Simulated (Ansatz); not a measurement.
The reference is MgS in the rock salt structure (space group Fm-3m, No. 225; a = 5.1820 Å).

The values are results of plane-wave PAW DFT at the PBEsol level (Ansatz, an electronic-structure program, 420 eV), without spin-orbit coupling, not measurements.

Before the change:

Band gap: 2.73 eV
Volume per atom: 17.39 Å³

Now apply this change: cell and atoms relaxed at a pressure of 0.9 GPa.

What happens to the band gap?

The band gap grows by 0.02 eV, from 2.73 eV to 2.75 eV.

How does this affect the volume per atom?

The volume per atom drops by 0.195 Å³, from 17.39 Å³ to 17.20 Å³.

Load acts through the strain it causes; cell and atoms are relaxed under it. Semilocal Kohn–Sham gaps tend to fall short of experiment. Stability against distortions was not tested.
